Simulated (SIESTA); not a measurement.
Band structure of ScAl (Cmcm, 4 atoms in the cell).

```
CELL_PARAMETERS angstrom
      2.16967    -5.26545     0.00000
      2.16967     5.26545     0.00000
      0.00000     0.00000     3.78223
ATOMIC_POSITIONS crystal
  Sc 0.86468 0.13532 0.25000
  Sc 0.13532 0.86468 0.75000
  Al 0.58450 0.41550 0.25000
  Al 0.41550 0.58450 0.75000
```

Method: GGA PBEsol, numerical atomic orbitals DZP, PseudoDojo PBEsol standard norm-conserving potentials (rewritten from UPF to PSML) run with SIESTA.

Settings: XC.functional = GGA; XC.authors = PBEsol; potentials = PseudoDojo PBEsol standard; PAO.BasisSize = DZP; PAO.EnergyShift = 0.005 Ry; MeshCutoff = 400 Ry; kgrid.MonkhorstPack = 6 6 6; OccupationFunction = FD; ElectronicTemperature = 1160.45 K; MaxSCFIterations = 150; SCF.Mixer.Method = Pulay; SCF.Mixer.Weight = 0.2; SCF.Mixer.History = 8; SCF.DM.Tolerance = 1.0E-04.

The starting cell comes from a database of computed structures (which also holds hypothetical and non-ambient phases and stackings), without a prior relaxation at this level. Its lattice was rescaled by a random factor within 2.5 % of one. Values carry the incompleteness of an atom-centred basis.

Levels in eV from the Fermi level, bands 11 to 16:
| point | 11 | 12 | 13 | 14 | 15 | 16 |
|---|---|---|---|---|---|---|
| Γ | -1.75 | -0.70 | -0.27 | 0.36 | 0.86 | 1.04 |
| X | -3.57 | -0.67 | -0.61 | 0.05 | 1.14 | 1.32 |
| S | -2.42 | -2.05 | -0.35 | 0.08 | 1.08 | 1.19 |
| R | -1.71 | -1.71 | -0.92 | -0.92 | -0.10 | -0.10 |
| A | -1.85 | -1.85 | -1.19 | -1.19 | 0.30 | 0.30 |
| Z | -1.07 | -1.07 | -0.58 | -0.58 | -0.34 | -0.34 |
| Y | -0.67 | -0.52 | 0.05 | 0.38 | 0.64 | 1.25 |
| X1 | -3.57 | -0.67 | -0.61 | 0.05 | 1.14 | 1.32 |
| A1 | -1.85 | -1.85 | -1.19 | -1.19 | 0.30 | 0.30 |
| T | -2.62 | -2.62 | -0.23 | -0.23 | 0.47 | 0.47 |

Bands cross the Fermi level along this path, so the cell is metallic at this level.

Higher empty bands are left out: an atom-centred basis made for the valence describes them poorly.
